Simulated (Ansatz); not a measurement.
Worked example: self-consistent single point of Cs2LiBiI6 (Fm-3m, 10 atoms in the cell) in Ansatz (an electronic-structure program).

Computed with r2SCAN-D3BJ-ATM, default PAW files made with PBE (plane waves; Ansatz).

```yaml
crystal:
  lattice:
    - [0.00000, 6.10585, 6.10585]
    - [6.10585, 0.00000, 6.10585]
    - [6.10585, 6.10585, 0.00000]
  atoms:
    - { symbol: Cs, position: [0.75000, 0.75000, 0.75000] }
    - { symbol: Cs, position: [0.25000, 0.25000, 0.25000] }
    - { symbol: Li, position: [0.50000, 0.50000, 0.50000] }
    - { symbol: Bi, position: [0.00000, 0.00000, 0.00000] }
    - { symbol: I, position: [0.74677, 0.25323, 0.25323] }
    - { symbol: I, position: [0.25323, 0.74677, 0.74677] }
    - { symbol: I, position: [0.25323, 0.74677, 0.25323] }
    - { symbol: I, position: [0.74677, 0.25323, 0.74677] }
    - { symbol: I, position: [0.25323, 0.25323, 0.74677] }
    - { symbol: I, position: [0.74677, 0.74677, 0.25323] }
```

Reference input (self-consistent single point, DFT, LDA (PW92), plane waves, default PAW files made with PBE): basis.ecutwfc = 420 eV; kpoints.mp_grid.grid = 4 4 4; hamiltonian.xc = lda; hamiltonian.pseudopotentials = {kind: paw} (the program's default PAW files); scf.occupations.method = fixed. This run's input differs from it in these lines:

Ansatz 0.2 input:
```diff
@@ -17,3 +17,3 @@
 basis:
-  ecutwfc: 420.0
+  ecutwfc: 500.0
 kpoints:
@@ -22,3 +22,4 @@
 hamiltonian:
-  xc: lda
+  xc: r2scan
+  dispersion: d3bjatm
   pseudopotentials:
```

Output (repeated stretches shortened):

```
SCF iter   1: F=—  HF=-69169.354367 eV  |F-HF|=—  |Δ(HF+E_count)|=         —  Δρ=2.57e-3  dr2=5.11e-2  dr2_τ=7.29e-3  ethr=1.77e-3  ⟨swp⟩=6.0  Hψ=2271  notcnv=0  defer=90
all-band conjugate gradients solve this SCF's bands
preconditioner: auto → Resta (q_TF=auto, 2.236 Å⁻¹)
SCF iter   2: F=—  HF=-69169.382486 eV  |F-HF|=—  |Δ(HF+E_count)|=   2.81e-2  Δρ=1.23e-3  dr2=6.63e-3  dr2_τ=3.18e-4  ethr=3.70e-5  ⟨swp⟩=3.6  Hψ=1019  notcnv=0  defer=92
   [... lines left out ...]
SCF iter   5: F=—  HF=-69169.382329 eV  |F-HF|=—  |Δ(HF+E_count)|=   1.62e-4  Δρ=2.66e-5  dr2=4.24e-6  dr2_τ=1.03e-7  ethr=5.62e-8  ⟨swp⟩=2.0  Hψ=1177  notcnv=0  defer=92
SCF iter   6: F=—  HF=-69169.382330 eV  |F-HF|=—  |Δ(HF+E_count)|=   1.62e-6  Δρ=5.23e-6  dr2=1.64e-7  dr2_τ=7.19e-9  ethr=3.07e-9  ⟨swp⟩=2.0  Hψ=1150  notcnv=0  defer=92
SCF iter   7: F=-69169.382330 eV  HF=-69169.382330 eV  |F-HF|=4.47e-9  |Δ(HF+E_count)|=   2.79e-8  Δρ=1.63e-6  dr2=1.41e-8  dr2_τ=2.77e-10  ethr=7.25e-11  ⟨swp⟩=20.6  Hψ=4797  notcnv=0
SCF 1 converged in 7 iterations: F = -69169.382330 eV  dr2 = 1.41e-8
Free energy (F): -69169.382330 eV
Internal energy: -69169.382330 eV  (E = F + TS)
E sigma→0 (E₀):  -69169.382330 eV
Fermi energy:    3.296054 eV
--- Forces (eV/Å), atoms counted from 1 ---
  atom   1  Cs     0.00000000    -0.00000000    -0.00000000
  atom   2  Cs    -0.00000000     0.00000000    -0.00000000
  atom   3  Li     0.00000000    -0.00000000    -0.00000000
  atom   4  Bi    -0.00000000     0.00000000    -0.00000000
  atom   5  I     -0.07823933    -0.00000000     0.00000000
  atom   6  I      0.07823933     0.00000000    -0.00000000
  atom   7  I      0.00000000    -0.07823933    -0.00000000
  atom   8  I     -0.00000000     0.07823933    -0.00000000
  atom   9  I     -0.00000000     0.00000000    -0.07823933
  atom  10  I     -0.00000000    -0.00000000     0.07823933
--- Stress (GPa, compression-positive) ---
       -0.790022       0.000000      -0.000000
       -0.000000      -0.790022      -0.000000
       -0.000000      -0.000000      -0.790022
  P = ⅓ Tr σ = -0.7900 GPa (-7.900 kbar)
  The stress holds the Pulay correction. Without it, at fixed plane waves, as pw.x and ABINIT print it: P = -0.8046 GPa
```

The run converged in 7 iterations. Against the reference run the pressure goes from -2.00 to -0.79 GPa, the largest force goes from 0.131 to 0.078 eV/Å and the gap on the mesh goes from 1.805 to 2.328 eV.

The starting cell comes from a database of computed structures (which also holds hypothetical and non-ambient phases and stackings), without a prior relaxation at this level. Spin-orbit coupling is off. Ansatz's pressure includes its estimate of the finite-basis (Pulay) stress.

Cost on one core of a shared machine: roughly 60 s.
